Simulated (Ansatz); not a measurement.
# LiCl in the rock salt structure (space group Fm-3m, No. 225)

Space group Fm-3m (No. 225); a = 5.0642 Å, b = 5.0642 Å, c = 5.0642 Å, α = 90.00°, β = 90.00°, γ = 90.00°

```csv
atom,site,symmetry,x,y,z
Li,4a,m-3m,0.0000,0.0000,0.0000
Cl,4b,m-3m,0.5000,0.5000,0.5000
```
(The calculation used a cell of 2 atoms; values per cell refer to that cell.)

Computed with plane-wave PAW DFT at the PBEsol level (Ansatz, a program for electronic structure, 420 eV), no spin-orbit coupling. Settings: 11×11×11 k-points, 0.05 eV Fermi–Dirac smearing.

| Quantity | Value |
|---|---|
| Volume per atom | 16.23 Å³ |
| Density | 2.17 g/cm³ |
| Band gap | 6.35 eV, direct at Γ |
| Electron mass | 0.46 mₑ |
| Lowest conduction-band minima above the VBM | Γ 6.35 eV; L along ⟨111⟩ 6.58 eV; X along ⟨100⟩ 7.78 eV |
| Total energy | -633.741 eV/atom (σ→0; compares only within this code and set-up) |

Masses are band curvatures over ±0.01 Å⁻¹ around the edge. Gaps are Kohn–Sham eigenvalue differences; semilocal functionals usually give less than the measured gap. Stability against distortions was not tested.
